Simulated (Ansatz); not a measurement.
**BN: response to strain**

The reference is BN (space group P6_3/mmc, No. 194; a = 2.500 Å, c = 6.412 Å; layered, stacked along the Cartesian z axis). Axes: x lies along a and z along c of the hexagonal cell.

Strains are applied to the cell and any free atomic positions relax.

Level of theory: PBEsol-D3(BJ) (Ansatz, a quantum-chemistry and plane-wave program, PAW, no spin-orbit coupling).

Notes on the quantities. energy relative to the base: free energy F.

```json
[
 {"variant": "base", "largest internal atomic displacement": "–", "volume per atom": "8.68 Å³", "band gap": "4.08 eV", "energy relative to the base": "0 meV/atom"},
 {"variant": "uniaxial strain ε_xx = +0.60 %", "largest internal atomic displacement": "–", "volume per atom": "8.73 Å³", "band gap": "4.05 eV", "energy relative to the base": "+0.9 meV/atom"},
 {"variant": "uniaxial strain ε_xx = +1.20 %", "largest internal atomic displacement": "0.012 Å", "volume per atom": "8.78 Å³", "band gap": "4.02 eV", "energy relative to the base": "+3.5 meV/atom"},
 {"variant": "uniaxial strain ε_xx = +1.80 %", "largest internal atomic displacement": "0.019 Å", "volume per atom": "8.84 Å³", "band gap": "4.00 eV", "energy relative to the base": "+7.7 meV/atom"},
 {"variant": "uniaxial strain ε_xx = +2.40 %", "largest internal atomic displacement": "0.024 Å", "volume per atom": "8.89 Å³", "band gap": "3.97 eV", "energy relative to the base": "+14 meV/atom"},
 {"variant": "uniaxial strain ε_xx = +3.00 %", "largest internal atomic displacement": "0.030 Å", "volume per atom": "8.94 Å³", "band gap": "3.94 eV", "energy relative to the base": "+21 meV/atom"}
]
```

Stability against distortions was not tested.
